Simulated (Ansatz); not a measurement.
Formation energy of the bound charge states of O interstitial started as a split pair with O in alpha quartz (start: split with O; 72-site cell, 2×2×2 Γ-centred sampling) against the Fermi level, Si-rich (Δμ(O) = -4.16 eV; only phases computed here count, gases as isolated molecules at 0 K). Calculation: PBE, PAW (plane waves to 420 eV; Ansatz, an electronic-structure program).

Details: 72-site cell; 2×2×2 Γ-centred k-points; host gap 5.68 eV; charged states image-corrected; corrections pass 1 eV, so highly charged states may be off by several tenths; flagged in the runs: a host whose relaxation on this sampling wasn't shown to rest, a strain field that reaches the edge of the cell.

```csv
E_F − E_VBM (eV),q = +1,q = 0,q = −1,q = −2
0.00,6.12,6.22,9.04,12.33
0.71,6.83,6.22,8.33,10.91
1.42,7.54,6.22,7.62,9.49
2.13,8.25,6.22,6.91,8.07
2.84,8.96,6.22,6.20,6.65
3.55,9.67,6.22,5.49,5.23
4.26,10.38,6.22,4.78,3.81
4.97,11.09,6.22,4.07,2.39
5.68,11.80,6.22,3.36,0.96
```

Crossings of the lowest lines: (+1/0) at 0.10 eV; (0/−1) at 2.81 eV; (−1/−2) at 3.29 eV.
